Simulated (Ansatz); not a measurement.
Step by step: reaction energy

This concerns the reaction energy. Reaction: 1/2 CH4 (gas) → 1/2 C (graphite) + H2 (gas). A negative value means that the right-hand side lies lower.

Ansatz (a first-principles code) with PAW potentials; structures come from PBE+D3(BJ) relaxations, nuclei static, no net charge. Ansatz runs with its default PAW set. Other levels take these structures. The lattices are those relaxed with PBE+D3(BJ), so at other levels the solids can be strained, which adds to the spread. A dispersion term (D3(BJ), or D4 for r2SCAN) was computed beside these levels and is taken off wherever the name lacks it.

Total energies of the cells in eV, at zero smearing width. They compare only within one column; the weights balance every element.

| cell | atoms | weight | r2SCAN | RPBE |
|---|---|---|---|---|
| C (graphite) | 4 | +1 | -1006.66207 | -1008.87576 |
| H2 (gas) | 2 | +8 | -31.88988 | -32.07149 |
| CH4 (gas) | 5 | −4 | -316.69145 | -317.64348 |

r2SCAN: (-1006.66207) + 8 × (-31.88988) − 4 × (-316.69145) = 4.985 eV; dividing by 8 gives 0.62 eV.

RPBE: (-1008.87576) + 8 × (-32.07149) − 4 × (-317.64348) = 5.126 eV; dividing by 8 gives 0.64 eV.

What follows from the r2SCAN value: Per mole of the reaction as written, 0.623 eV × 96.485 = 60.1 kJ.
